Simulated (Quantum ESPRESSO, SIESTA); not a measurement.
A SIESTA input for a relaxation of cell and atoms of ZrZn (Pm-3m, 2 atoms in the cell) (DFT, GGA PBEsol, numerical atomic orbitals DZP, PseudoDojo PBEsol standard norm-conserving potentials (rewritten from UPF to PSML)):

```
# files in the folder: Zr.psml Zn.psml (PseudoDojo PBEsol standard)
SystemName  ZrZn
SystemLabel ZrZn

NumberOfAtoms                2
NumberOfSpecies              2
%block ChemicalSpeciesLabel
  1 40 Zr
  2 30 Zn
%endblock ChemicalSpeciesLabel
LatticeConstant              1.0 Ang
%block LatticeVectors
     3.260490000    0.000000000    0.000000000
     0.000000000    3.260490000    0.000000000
     0.000000000    0.000000000    3.260490000
%endblock LatticeVectors
AtomicCoordinatesFormat      Bohr
%block AtomicCoordinatesAndAtomicSpecies
     3.080716566    3.080716566    3.080716566  1
     0.000000000    0.000000000    0.000000000  2
%endblock AtomicCoordinatesAndAtomicSpecies

XC.functional                GGA
XC.authors                   PBEsol
PAO.BasisSize                DZP
PAO.EnergyShift              0.01 Ry
MeshCutoff                   400 Ry
%block kgrid.MonkhorstPack
    7   0   0  0.0
    0   7   0  0.0
    0   0   7  0.0
%endblock kgrid.MonkhorstPack
OccupationFunction           FD
ElectronicTemperature        1160.45 K

MaxSCFIterations             150
SCF.Mixer.Method             Pulay
SCF.Mixer.Weight             0.1
SCF.Mixer.History            8
SCF.DM.Tolerance             1.0E-04
Diag.ParallelOverK           true
MD.TypeOfRun                 CG
MD.Steps                     40
MD.MaxForceTol               0.02 eV/Ang
MD.VariableCell              true
MD.MaxStressTol              0.05 GPa
WriteForces                  true
```

### Question
Translate this input to Quantum ESPRESSO.

### Answer
One input that does it (others would too):

```fortran
&CONTROL
  calculation = 'vc-relax'
  prefix = 'ZrZn'
  outdir = './work'
  pseudo_dir = './'
/
&SYSTEM
  ibrav = 0
  celldm(1) = 6.16143313
  nat = 2
  ntyp = 2
  ecutwfc = 85
  occupations = 'smearing'
  smearing = 'fd'
  degauss = 0.0073499
/
&ELECTRONS
  conv_thr = 1.0d-9
  mixing_beta = 0.4
/
&IONS
/
&CELL
/
ATOMIC_SPECIES
Zr    91.2240  Zr.upf
Zn    65.3800  Zn.upf
ATOMIC_POSITIONS {crystal}
Zr    0.50000000    0.50000000    0.50000000
Zn    0.00000000    0.00000000    0.00000000
K_POINTS {automatic}
7 7 7  0 0 0
CELL_PARAMETERS {alat}
   1.00000000     0.00000000     0.00000000
   0.00000000     1.00000000     0.00000000
   0.00000000     0.00000000     1.00000000
```

Basis, cutoffs, solver keys and any potentials are the target program's own. This input uses DFT, PBEsol, plane waves, PseudoDojo standard norm-conserving (PBESOL) pseudopotentials.

The starting cell comes from a database of computed structures (which also holds hypothetical and non-ambient phases and stackings), without a prior relaxation at this level. Its lattice was rescaled by a random factor within 2.5 % of one.
